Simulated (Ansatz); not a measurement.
A periodic model of amorphous Si24C16N32:

```xyz
72
Lattice="9.3456 -0.2359 -0.1219 -0.2359 9.8540 0.2013 -0.1219 0.2013 9.1450" Properties=species:S:1:pos:R:3 pbc="T T T"
Si     3.2531     7.8198     4.4697
Si     1.3224     4.8837     6.2702
Si     8.0698     6.5711     6.9096
Si     5.0462     3.7099     0.6147
Si     5.7286     8.1208     8.0343
Si     1.9998     4.8010     8.6364
Si     8.8286     4.1423     8.7680
Si     2.2586     2.2104     6.2131
Si     6.3309     4.1815     7.0518
Si     7.5038     2.0547     5.0065
Si     7.2827     1.7817     8.0110
Si     1.5989     7.7654     7.3004
Si     6.0492     5.6402     1.3179
Si     6.1988     0.1401     4.1567
Si     8.0302     9.1754     6.7637
Si     8.9149     0.8396     2.6019
Si     3.9234     4.3646     4.7687
Si     5.0682     8.0502     1.5755
Si     0.6103     1.1700     8.7294
Si     7.2997     2.9985     1.9036
Si     2.2681     1.3431     2.1112
Si     1.5052     5.2007     2.4049
Si     4.9463     1.5055     7.6910
Si     3.8059     9.5204     6.2794
C      2.1490     8.7301     8.8521
C      8.1073     5.2721     3.1638
C      7.4459     5.6101     4.3391
C      4.6388     2.7186     2.7505
C      4.7983     3.3999     8.0274
C      0.7809     3.7615     7.6642
C      0.2874     5.6630     4.9671
C      2.6464     7.8081     2.5678
C      6.9208     9.7278     2.6795
C      0.1409     5.3849     3.5987
C      3.2276     3.0216     2.4063
C      6.0531     5.6167     4.6578
C      3.3509     8.8188     1.7213
C      1.2181     1.1763     3.7839
C      5.1118     6.2050     3.8658
C      4.8566     2.7597     4.0975
N      5.3748     6.6434     2.5775
N      8.3615     5.7659     5.3385
N      3.5932     4.1314     8.7309
N      1.2306     2.3519     7.6270
N      5.6550     7.0087     0.2426
N      7.4322     2.8447     6.5736
N      2.7926     4.1331     2.9991
N      8.3914     0.4171     7.9340
N      2.5435     8.3846     5.9903
N      3.6714     1.2922     6.4891
N      7.4389     4.7959     2.0027
N      4.7647     9.4521     7.7633
N      6.8362     7.8067     6.8460
N      7.8575     2.6784     0.2351
N      0.9537     4.6895     0.8266
N      7.6425     0.2838     5.2423
N     -0.0949     8.1054     7.0692
N      0.6630     1.2705     1.3077
N      2.2090     6.7285     2.0315
N      1.2550     1.4294     5.0102
N      2.5981     3.8479     5.7460
N      8.1488     2.3263     3.2812
N      5.5840     2.4725     1.7472
N      1.5383     9.7899     8.8408
N      3.8108     6.1810     4.4565
N      6.4406     9.1496     1.6502
N      4.5797     9.0469     4.7672
N      7.6298     5.2491     7.9637
N      5.5188     4.9091     5.7507
N      3.4933     0.2880     1.6509
N      5.8233     1.8522     4.5817
N      1.8155     6.0885     7.4584
```

Method: PBE, scalar-relativistic without spin-orbit coupling (plane waves to 420 eV, PAW; Ansatz, a quantum-chemistry and plane-wave program).

It comes from a melt-quench run on a machine-learned potential (CHGNet), relaxed afterwards by DFT. N atoms were pushed apart under 1.9 Å during the dynamics, to hinder bonds among them. The hot cell started wider than the set density and was brought back towards it in steps. It is the lowest in DFT energy of 2 quenches. It is a model cell: composition and starting density were chosen by hand, and all elements were melted together. No dispersion term was used. Its density started from a set value of 2.40 and ended at 2.59 g/cm³. The simulated quench (nominally 470 K/ps over its main leg) is rapid and tends to freeze in more defects than a deposited or slowly cooled glass has. One small periodic cell is one sample of the glass; other quenches scatter about these values. Volume and shape were free in the relaxation. On a 2×2×2 Γ-centred mesh force components of up to 0.23 eV/Å stay, since the relaxation ran on the zone centre alone.

Bonds are counted up to Si-Si 2.60 Å, Si-C 2.19 Å, Si-N 2.22 Å, C-C 1.78 Å, C-N 1.74 Å, N-N 1.70 Å. Two cations that share two anions don't count as bonded, nor two that share one unless they lie closer than Si-Si 2.38 Å, Si-C 2.00 Å, C-C 1.63 Å.

### Question
Give the coordination numbers, mean bond lengths and angles.

### Answer

The mean coordination of Si is 4.00 (1 with 3, 22 with 4, 1 with 5), the mean coordination of C is 3.06 (1 with 2, 13 with 3, 2 with 4) and the mean coordination of N is 2.84 (5 with 2, 27 with 3). The mean Si-N bond is 1.770 Å (spread 0.066 Å, 75 counted) and the mean Si-C bond is 1.920 Å (spread 0.061 Å, 17 counted). The mean C-C bond comes out as 1.419 Å (spread 0.046 Å, 8 counted) and the mean C-N bond comes out as 1.374 Å (spread 0.087 Å, 16 counted). The bond angle at Si is mean 109.3°, spread 15.9°, the bond angle at C is mean 115.7°, spread 14.0° and the bond angle at N is mean 119.0°, spread 19.3°.

### Question
Which atoms depart from the most common coordination of their element?

### Answer
Si5 has 3 (N45 1.64 Å, N53 1.65 Å, N52 1.67 Å); Si17 has 5 (N61 1.73 Å, N65 1.85 Å, N69 1.95 Å, C40 1.97 Å, N47 2.11 Å); C25 has 2 (N64 1.22 Å, Si12 1.91 Å); C29 has 4 (N43 1.58 Å, Si4 1.81 Å, Si23 1.93 Å, Si9 1.98 Å); C30 has 4 (N44 1.48 Å, Si2 1.87 Å, Si6 1.87 Å, Si7 1.89 Å); N59 has 2 (C32 1.28 Å, Si22 1.72 Å); N60 has 2 (C38 1.25 Å, Si8 1.75 Å); N64 has 2 (C25 1.22 Å, Si19 1.70 Å); N66 has 2 (C33 1.27 Å, Si18 1.76 Å); N70 has 2 (C37 1.33 Å, Si21 1.68 Å).
